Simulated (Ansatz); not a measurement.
The starting structures come from a database of crystals and need not be the phases stable at ambient conditions.

 Where the default PAW files enter, the runs use the earlier of Ansatz's two default sets.

Inside the gap of an insulator the Bloch states are evanescent, with a wavenumber k + iκ along the transport direction.

Here is the system:

```
CELL_PARAMETERS angstrom
      4.70215     0.00000     0.00000
      0.00000     6.64985     0.00000
      2.35108     3.32492     2.35108
ATOMIC_POSITIONS crystal
  Li 0.50000 0.75000 0.00000
  Li 0.50000 0.25000 0.00000
  H  0.00000 0.24521 0.00000
  H  0.00000 0.75479 0.00000
  H  0.00000 0.24521 0.50958
  H  0.00000 0.75479 0.49042
  H  0.49042 0.24521 0.50958
  H  0.50958 0.75479 0.49042
  Pt 0.00000 0.00000 0.00000
```

Space group of this cell: Fm-3m. The cell is taken as given.

Transport runs along the normal of the first two printed cell vectors, the (110) plane of the conventional cell.

No gap correction and no spin-orbit coupling; mid-gap values are interpolated between computed energies.

Predict the band gap and the smallest decay constant κ at mid-gap from Ansatz (a program for electronic structure) with r2SCAN.

Gap 3.28 eV on a 12×12×12 mesh; κ = 0.303 1/Å, at the zone centre.
